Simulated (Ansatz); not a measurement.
MgS, pressure series

Base system: MgS in the rock salt structure (space group Fm-3m, No. 225; a = 5.182 Å).

Cell and atoms are relaxed at each pressure.

Method: Ansatz (a first-principles code) PBEsol, no spin-orbit coupling.

```
P (GPa)  V (Å³/atom)
-------  -----------
-2.00         17.870
-1.00         17.623
0.30          17.328
0.70          17.241
1.50          17.075
3.01          16.783
5.01          16.429
7.51          16.033
10.01         15.679
```

A third-order Birch–Murnaghan fit to these points gives V₀ = 17.39 Å³/atom, B₀ = 78 GPa and B₀′ = 4.1. At pressure 10 GPa the volume is 90.1 % of V₀.

Measured bulk modulus of MgS: 81 GPa (static lattice; corrected from measurement; as listed in Tamar Goldzak et al., The Journal of Chemical Physics (2022)); the computed value is 4 % below it.

Between the base and pressure 7.5 GPa the gap moves from 2.73 eV to 2.88 eV, a mean slope of 21 meV/GPa.

Load acts through the strain it causes; cell and atoms are relaxed under it. No phonon test of stability was made. No other phases were tried under pressure. The base started in P3_121 and relaxed to Fm-3m at this level.
